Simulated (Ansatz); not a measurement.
## How the enthalpy of formation of Pd₃Ge (model structure, started from the D03 type, Fm-3m, No. 225, 4 atoms in the cell) moves with the method

No measured value is used here.

```csv
level (code),value (eV/atom)
PBE (Ansatz),?
PBEsol (Ansatz),-0.339
PBE-D3(BJ) (Ansatz),-0.339
```

Task: Complete the blanks.

Result: 
- PBE (Ansatz, a quantum-chemistry and plane-wave program), value (eV/atom): -0.301

Each level is taken at its own relaxed cell. Ansatz's density-functional and Hartree–Fock values are scalar-relativistic unless marked +SOC, with PAW data made under PBE.

A model structure was made by putting elements into a prototype or built by hand; it is no filed structure, need not be a known phase, and can be a saddle point held by its symmetry.
